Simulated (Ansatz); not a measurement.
Cr_Si (3C silicon carbide host)

Level of theory: PBE, PAW (plane waves to 420 eV; Ansatz, a quantum-chemistry and plane-wave program). Cell: 64 sites, 2×2×2; final energies on a 2×2×2 shifted mesh. Site at the start: the Si site. Energies of charged states are corrected for periodic images (point charge plus alignment at distant sites). Dielectric constants: PBE linear response of the host. Host gap at this level: 1.37 eV. Finite-size and sampling errors can reach tenths of an eV here. PBE underestimates the host's gap, which shifts levels and can delocalise carriers. Spin–orbit coupling is left out, and no Hubbard U is applied to the open shells. Each state is the lowest found from its start.

Formation energies E_f are given with the Fermi level at the valence-band maximum. Chemical conditions: C-rich (Δμ(Si) = -0.41 eV, Δμ(Cr) = -0.100 eV, bounded by Cr23C6 (Fm-3m); only phases computed here count, gases as isolated molecules at 0 K). Reference phases: Cr: bcc Cr, antiferromagnetic, Si: silicon.

```tsv
charge	moment (μB)	largest move off a lattice site (Å)	image correction with alignment (eV)	E_f, C-rich (eV)	above the lowest spin state (eV)
+1	1.0	0.03	0.28	1.93	0.00
0	2.0	0.06	0.00	2.18	0.00
0*	not spin-polarised	0.04	–	–	0.99
−1†	3.0	0.09	0.08	–	0.00
−1†	3.0	0.09	0.08	–	0.00
−2†	4.0	0.11	0.49	–	0.00
−2*	not spin-polarised	0.06	–	–	0.91
```

* At this level the carrier isn't localised at the defect: . Such a state is shallow or no state of the defect, and this cell gives it no level.

† Not settled in this cell, so no level is given: charge −1: a level filled in part, carriers not clearly localised, level within 0.1 eV of a band edge or past it; charge −2: a level filled in part, carriers not clearly localised, level within 0.1 eV of a band edge or past it.

Starting moments that weren't kept: charge −1 began with 1 μB and ended with 3.0.

Transition levels above the valence-band maximum: ε(+1/0) = 0.25 eV. With a charge missing or unsettled, these needn't be thermodynamic levels.

Flagged in the runs: a doubtful potential alignment.
